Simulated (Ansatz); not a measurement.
Consider CaHfSe3 in the cubic perovskite structure (space group Pm-3m, No. 221; a hypothetical phase, not in the database extracts checked).

```yaml
crystal:
  lattice:
    - [5.12321, 0.00000, 0.00000]
    - [0.00000, 5.12321, 0.00000]
    - [0.00000, 0.00000, 5.12321]
  atoms:
    - { symbol: Ca, position: [0.00000, 0.00000, 0.00000] }
    - { symbol: Hf, position: [0.50000, 0.50000, 0.50000] }
    - { symbol: Se, position: [0.00000, 0.50000, 0.50000] }
    - { symbol: Se, position: [0.50000, 0.50000, 0.00000] }
    - { symbol: Se, position: [0.50000, 0.00000, 0.50000] }
```

Levels (all Ansatz, a program for electronic structure, PAW): PBEsol (420 eV, spin-orbit coupling left out); r2SCAN (500 eV, scalar-relativistic without spin-orbit coupling); HSE06 (420 eV, without spin-orbit coupling).

At the geometry relaxed with PBEsol, these levels gave the following band gaps, in shuffled order: (a) 0.08 eV, (b) 0.74 eV, (c) 0.46 eV.

**Question.** Match each gap to its level.

**Answer.** (a) PBEsol; (b) HSE06; (c) r2SCAN.

Single points use the geometry relaxed with PBEsol. The hybrid gap comes from the SCF mesh plus the semilocal run's edge points and a few special points and is an upper bound. Spin-orbit coupling, missing from the scalar runs, can matter with Hf. Stability against distortions was not tested. Many cubic perovskites are stable only at high temperature; tilts and polar distortions were not tested. A zero or small gap of CaHfSe3 can be the functional's error rather than a property of the material.
